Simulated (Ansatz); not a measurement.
Ge (Fd-3m), HSE06, rigid bands in Ansatz (an electronic-structure program): N_c = 9.05e18 cm⁻³ at 300 K and an electron conductivity mass of 0.121 mₑ.

### Question
For 1e17 electrons per cm³ at 300 K, place the Fermi level, estimate the Seebeck coefficient of a parabolic band with constant τ, and give mobility and conductivity for τ = 5 fs.

### Answer
The level lies k_BT ln(N_c/n) = 0.116 eV below the conduction-band minimum. S ≈ −(k_B/e)[ln(N_c/n) + 5/2] = -604 μV/K, against -616 μV/K from the full bands (mean over directions). μ = eτ/m = 72.7 cm²/(V·s) and σ = neμ = 1.16 S/cm. τ is assumed, not computed.

Band transport and this doping are assumed; polarons and phonon drag are left out. Spin-orbit coupling is left out. Geometry: cell and atoms relaxed with PBEsol.
